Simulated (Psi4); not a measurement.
Psi4 1.11, unrestricted TPSS/def2-svpd: Cu(Br)(k2OAc) (CC1[O][Cu]([Br])<-[O]=1), charge 0, multiplicity 2, 9 atoms. The geometry is a generated start, not checked to be a minimum at this level.

```json
{
  "task": "energy",
  "method": "tpss",
  "basis": "def2-svpd",
  "memory": "3 GB",
  "maxiter": "100",
  "keys_of_the_molecule_block": "symmetry c1",
  "scf_type": "df (default)",
  "e_convergence": "1e-06 (default)",
  "d_convergence": "1e-06 (default)",
  "dft_radial_points": "75 (default)",
  "dft_spherical_points": "302 (default)",
  "basis_functions": "185",
  "grid_points": "193855"
}
```

```xyz
9

Cu    -0.3508     2.1388    -0.0010
Br    -0.7128     4.2492     0.0213
C      0.2616    -1.5800    -0.0114
C      0.0208    -0.1142    -0.0159
O      0.9607     0.7281    -0.0234
O     -1.1387     0.3859     0.0036
H     -0.5507    -2.0890    -0.5205
H      1.2193    -1.7973    -0.4757
H      0.2905    -1.9214     1.0231
```

Charge 0 and multiplicity 2 are set for this test and not shown to be the ground state.

With the defaults (diis_max_vecs = 10, diis = true, scf_initial_accelerator = adiis, damping_percentage = 0, guess = auto, which took SAD, level_shift = 0, level_shift_cutoff = 0.01) it converges in 13 SCF iterations. One run each on 2 threads, with these changes:
- diis_max_vecs = 6
- guess = sap
- level_shift = 0.5, level_shift_cutoff = 0.001
- guess = gwh
- guess = huckel
- guess = modhuckel
- diis = false, scf_initial_accelerator = none, damping_percentage = 60
- diis_max_vecs = 3
- diis_max_vecs = 20

**Question.** Which runs fail or end elsewhere than the default run?

**Answer.** No convergence: diis_max_vecs = 3; diis = false, scf_initial_accelerator = none, damping_percentage = 60 (the run ends without SCF convergence in 100 iterations). The rest reach the solution of the defaults.

```
setting                                                                SCF iterations             end
---------------------------------------------------------------------  --------------  --------------
the defaults                                                                       13   same solution
diis_max_vecs = 20                                                                 14   same solution
guess = modhuckel                                                                  15   same solution
guess = huckel                                                                     15   same solution
diis_max_vecs = 6                                                                  15   same solution
level_shift = 0.5, level_shift_cutoff = 0.001                                      17   same solution
guess = gwh                                                                        19   same solution
guess = sap                                                                        21   same solution
diis_max_vecs = 3                                                                 100  no convergence
diis = false, scf_initial_accelerator = none, damping_percentage = 60             100  no convergence
```

1 further run of the study ended by our limits or in an error and is left out.
